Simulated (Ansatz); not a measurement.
The starting structures come from a database of crystals and need not be the phases stable at ambient conditions.

Tunnelling through a barrier is set by its complex band structure: the current falls as exp(−2κd) with the smallest κ.

Consider the following.

```yaml
crystal:
  lattice:
    - [4.13360, 0.00000, 0.00000]
    - [0.00000, 11.80982, -0.30758]
    - [2.06680, -4.98937, 6.71349]
  atoms:
    - { symbol: Bi, position: [0.29649, 0.10441, 0.40702] }
    - { symbol: Bi, position: [0.70351, 0.89559, 0.59298] }
    - { symbol: Bi, position: [0.60421, 0.62015, 0.79158] }
    - { symbol: Bi, position: [0.39579, 0.37985, 0.20842] }
    - { symbol: Se, position: [0.96281, 0.93981, 0.07438] }
    - { symbol: Se, position: [0.03719, 0.06019, 0.92562] }
    - { symbol: Se, position: [0.08461, 0.46089, 0.83077] }
    - { symbol: Se, position: [0.91539, 0.53911, 0.16923] }
    - { symbol: Se, position: [0.34902, 0.83116, 0.30196] }
    - { symbol: Se, position: [0.65098, 0.16884, 0.69804] }
    - { symbol: Se, position: [0.78708, 0.34254, 0.42584] }
    - { symbol: Se, position: [0.21292, 0.65746, 0.57416] }
```

Space group of this cell: C2/m. The cell was relaxed by PBE-D3(BJ); by r2SCAN its mean pressure is 1.3 GPa.

Transport runs along the normal of the first two printed cell vectors.

The gap is the functional's own, uncorrected, and κ follows it; spin-orbit coupling is left out. Mid-gap values are interpolated between the computed energies.

Q: State the band gap and the smallest decay constant κ at mid-gap according to r2SCAN in Ansatz (a first-principles code).

A: Gap 0.96 eV on a 8×4×8 mesh; κ = 0.136 1/Å, at (0.250, 0.000) of the in-plane reciprocal vectors. At the zone centre, at the nearest computed energy, the slowest state has κ = 0.15 1/Å.
